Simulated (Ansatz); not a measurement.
Base system: W in the bcc (W type) structure (space group Im-3m, No. 229; a = 3.184 Å).

(Cell as relaxed with PBE.)

Levels (all Ansatz, a first-principles code, PAW): PBE (420 eV, without spin-orbit coupling); PBEsol (420 eV, no SOC).

Each level relaxes its own structure.

```csv
base,PBE,PBEsol
volume per atom,16.13 Å³,15.69 Å³
lattice parameter a,6.016 bohr,5.961 bohr
band gap,zero,zero
```

It is then changed as follows: a fraction x = 0.75 of the W sites is given to Cr, ordered in a cell of 4 atoms (starting symmetry Cmmm) and fully relaxed.

```csv
quantity,PBE,PBEsol
mixing energy (to 0.01 eV only: unlike meshes or grids),+0.11 eV/atom,(withheld)
shortest interatomic distance,4.591 bohr,(withheld)
deviation of the volume from the linear (Vegard-type) interpolation,+1.7 %,(withheld)
band gap,zero,(withheld)
```

Problem. Predict the PBEsol column.

Solution. 
- mixing energy (to 0.01 eV only: unlike meshes or grids), PBEsol: +0.11 eV/atom
- shortest interatomic distance, PBEsol: 4.531 bohr
- deviation of the volume from the linear (Vegard-type) interpolation, PBEsol: +1.6 %
- band gap, PBEsol: zero

PBE's shortest interatomic distance lies 0.060 bohr above PBEsol's (1.3 %); the two agree on the mixing energy and band gap. Neither level is exact; PBEsol is the comparison here, not a measurement.

These are small ordered cells, not random alloys; other orderings at the same x differ. Stability against distortions was not tested. Seeded moments were not kept for x(Cr) = 0.75, 4 atoms, Cmmm and W → Cr. All final runs are without spin polarisation. Real Cr is antiferromagnetic at low temperature and ambient pressure, an order that this cell doesn't hold.
